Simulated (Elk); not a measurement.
Elk run on C3N4 (P-43m, 7 atoms in the cell): self-consistent single point.

Method: PBEsol, all-electron FP-LAPW, Elk's shipped species files, default APW+lo basis (Elk).

The change in words: lattice scaled by 0.98. Reference geometry:
```yaml
crystal:
  lattice:
    - [3.45676, 0.00000, 0.00000]
    - [0.00000, 3.45676, 0.00000]
    - [0.00000, 0.00000, 3.45676]
  atoms:
    - { symbol: C, position: [0.00000, 0.00000, 0.50000] }
    - { symbol: C, position: [0.50000, 0.00000, 0.00000] }
    - { symbol: C, position: [0.00000, 0.50000, 0.00000] }
    - { symbol: N, position: [0.24569, 0.24569, 0.75431] }
    - { symbol: N, position: [0.24569, 0.75431, 0.24569] }
    - { symbol: N, position: [0.75431, 0.75431, 0.75431] }
    - { symbol: N, position: [0.75431, 0.24569, 0.24569] }
```

Reference input (self-consistent single point, DFT, PBEsol, all-electron FP-LAPW, Elk's shipped species files, default APW+lo basis): xctype = 22; stype = 0; swidth = 0.0001 Ha; ngridk = 10 10 10; maxscl = 100. This run's input differs from it in these lines:

```diff
@@ -19,5 +19,5 @@
 avec
-    3.4567600000    0.0000000000    0.0000000000
-    0.0000000000    3.4567600000    0.0000000000
-    0.0000000000    0.0000000000    3.4567600000
+    3.3876250000    0.0000000000    0.0000000000
+    0.0000000000    3.3876250000    0.0000000000
+    0.0000000000    0.0000000000    3.3876250000
```

Output (repeated stretches shortened):

```
│ Self-consistent loop started │
│ Loop number : 1 │
 total energy                :     -339.559216365
│ Loop number : 2 │
 total energy                :     -339.461906778
RMS change in Kohn-Sham potential (target) :    5.309218854     (  0.1000000000E-05)
Absolute change in total energy (target)   :   0.9730958719E-01 (  0.1000000000E-03)
│ Loop number : 3 │
 total energy                :     -337.839160818
RMS change in Kohn-Sham potential (target) :    4.227333807     (  0.1000000000E-05)
Absolute change in total energy (target)   :    1.647073356     (  0.1000000000E-03)
│ Loop number : 4 │
   [... lines left out ...]
Absolute change in total energy (target)   :   0.6925508654E-04 (  0.1000000000E-03)
│ Loop number : 14 │
 total energy                :     -332.019381337
RMS change in Kohn-Sham potential (target) :   0.1311433865E-05 (  0.1000000000E-05)
Absolute change in total energy (target)   :   0.1812023106E-04 (  0.1000000000E-03)
│ Loop number : 15 │
 total energy                :     -332.019376300
RMS change in Kohn-Sham potential (target) :   0.4184729702E-06 (  0.1000000000E-05)
Absolute change in total energy (target)   :   0.9567128984E-05 (  0.1000000000E-03)
Convergence targets achieved

│ Loop number : 16 │

Energies :
 Fermi                       :     0.456847895889
 total energy                :     -332.019377474

Density of states at Fermi energy :   0.7778247225E-05
 (states/Hartree/unit cell)

Estimated indirect band gap :   0.9134963834E-01
 from k-point      1 to k-point      1
Estimated direct band gap   :   0.9134963834E-01
 at k-point      1

Charges :
 core                        :    14.00000000
 valence                     :    32.00000000
 interstitial                :    12.61537618
 muffin-tins (core leakage)
  species :    1 (C)
   atom    1                 :    4.067856673     (  0.1802655364E-03)
   atom    2                 :    4.067856673     (  0.1802655364E-03)
   atom    3                 :    4.067856673     (  0.1802655364E-03)
  species :    2 (N)
   [... lines left out ...]
   atom    2                 :    5.295263450     (  0.2071419298E-04)
   atom    3                 :    5.295263450     (  0.2071419298E-04)
   atom    4                 :    5.295263450     (  0.2071419298E-04)
 total in muffin-tins        :    33.38462382
 total calculated charge     :    45.98193753
 total charge                :    46.00000000
 error                       :   0.1806247129E-01

│ Self-consistent loop stopped │
```

The run converged in 16 iterations. The count includes the last loop, which Elk runs after its targets are met. Against the reference run the gap on the mesh goes from 2.356 to 2.486 eV.

The starting cell comes from a database of computed structures (which also holds hypothetical and non-ambient phases and stackings), without a prior relaxation at this level. For this run, on top of that: lattice scaled by 0.98. Values depend on the basis (sphere radii, cutoffs, local orbitals), which need not be converged.

Cost on one core of a shared machine: roughly 4 min.
